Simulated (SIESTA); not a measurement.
SIESTA run on TcSe2 (Pnma, 12 atoms in the cell): self-consistent single point.

Method: GGA PBE, numerical atomic orbitals DZP, PseudoDojo PBE standard norm-conserving potentials (rewritten from UPF to PSML) in SIESTA.

```yaml
crystal:
  lattice:
    - [7.09476, 0.00000, 0.00000]
    - [0.00000, 4.22144, 0.00000]
    - [0.00000, 0.00000, 8.42128]
  atoms:
    - { symbol: Tc, position: [0.73770, 0.25000, 0.59590] }
    - { symbol: Tc, position: [0.23770, 0.25000, 0.90410] }
    - { symbol: Tc, position: [0.26230, 0.75000, 0.40410] }
    - { symbol: Tc, position: [0.76230, 0.75000, 0.09590] }
    - { symbol: Se, position: [0.62500, 0.25000, 0.92170] }
    - { symbol: Se, position: [0.12500, 0.25000, 0.57830] }
    - { symbol: Se, position: [0.37500, 0.75000, 0.07830] }
    - { symbol: Se, position: [0.87500, 0.75000, 0.42170] }
    - { symbol: Se, position: [0.52020, 0.25000, 0.33700] }
    - { symbol: Se, position: [0.02020, 0.25000, 0.16300] }
    - { symbol: Se, position: [0.47980, 0.75000, 0.66300] }
    - { symbol: Se, position: [0.97980, 0.75000, 0.83700] }
```

Reference input (self-consistent single point, DFT, GGA PBE, numerical atomic orbitals DZP, PseudoDojo PBE standard norm-conserving potentials (rewritten from UPF to PSML)): XC.functional = GGA; XC.authors = PBE; potentials = PseudoDojo PBE standard; PAO.BasisSize = DZP; PAO.EnergyShift = 0.01 Ry; MeshCutoff = 400 Ry; kgrid.MonkhorstPack = 4 6 3; OccupationFunction = FD; ElectronicTemperature = 0.1 eV; MaxSCFIterations = 150; SCF.Mixer.Method = Broyden; SCF.Mixer.Weight = 0.25. This run's input differs from it in these lines:

```diff
@@ -42,4 +42,5 @@
 %endblock kgrid.MonkhorstPack
-OccupationFunction           FD
-ElectronicTemperature        0.1 eV
+OccupationFunction           MP
+OccupationMPOrder            1
+ElectronicTemperature        0.2 eV
```

Output, abridged:

```
        iscf     Eharris(eV)        E_KS(eV)     FreeEng(eV)     dDmax    Ef(eV) dHmax(eV)
   scf:    1   -35621.993099   -35607.006246   -35606.994987  1.683118 -3.545742  3.851279
   scf:    2   -35605.800931   -35607.749603   -35607.733993  0.128446 -3.951012  2.429367
   scf:    3   -35608.148456   -35608.568794   -35608.555086  0.061949 -3.848260  1.618795
   scf:    4   -35609.055534   -35608.889463   -35608.875005  0.049333 -4.055248  0.322148
   scf:    5   -35608.906610   -35608.899889   -35608.885709  0.011835 -4.088468  0.027715
   [... 6 lines left out ...]
   scf:   12   -35608.900178   -35608.900184   -35608.886121  0.000171 -4.080875  0.003631
   scf:   13   -35608.900151   -35608.900175   -35608.886113  0.000222 -4.080861  0.011665
   scf:   14   -35608.900174   -35608.900183   -35608.886121  0.000245 -4.080840  0.004053
   scf:   15   -35608.900181   -35608.900183   -35608.886122  0.000081 -4.080842  0.000755
SCF Convergence by DM+H criterion
max |DM_out - DM_in|         :     0.0000812115
max |H_out - H_in|      (eV) :     0.0007553118
SCF cycle converged after 15 iterations

Using DM_out to compute the final energy and forces

siesta: E_KS(eV) =           -35608.9002

siesta: E_KS - E_eggbox =    -35608.9002

siesta: Atomic forces (eV/Ang):
     1   -0.047538   -0.000000   -0.356840
     2   -0.047500    0.000000    0.356833
     3    0.047483    0.000000    0.356770
     4    0.047521    0.000000   -0.356775
     5    0.669604    0.000000   -0.092610
     6    0.669797   -0.000000    0.092591
     7   -0.669743    0.000000    0.092683
     8   -0.669551    0.000000   -0.092697
     9   -0.225157   -0.000000    1.209611
    10   -0.224967   -0.000000   -1.209585
    11    0.224932    0.000000   -1.209604
   [... lines left out ...]
siesta: FreeEng =    -35608.886122
siesta: Cell volume =        252.218334 Ang**3
siesta:        -118.53347252       -126.93922464  kBar
   [... lines left out ...]
     1     0.030656   14.969344  Tc
     2     0.030722   14.969278  Tc
     3     0.030753   14.969247  Tc
     4     0.030686   14.969314  Tc
     5    -0.054908   16.054908  Se
     6    -0.054907   16.054907  Se
     7    -0.054906   16.054906  Se
     8    -0.054907   16.054907  Se
     9     0.024203   15.975797  Se
    10     0.024204   15.975796  Se
    11     0.024203   15.975797  Se
    12     0.024201   15.975799  Se
 Total     0.000000
```

The run converged in 15 iterations. Against the reference run the free energy rises by 20.2 meV/atom, the pressure goes from -11.60 to -11.85 GPa and the largest force goes from 1.201 to 1.230 eV/Å.

The starting cell was generated: these elements placed on a structure prototype, without a prior relaxation; it need not be a known phase or ordering of this composition. Its lattice was rescaled by a random factor within 2.5 % of one. Spin polarisation is off. Values carry the incompleteness of an atom-centred basis. With a pressure of about -12 GPa the cell is away from its equilibrium volume at this level. Forces in this geometry exceed 1 eV/Å.

Cost on one core of a shared machine: roughly 90 s.
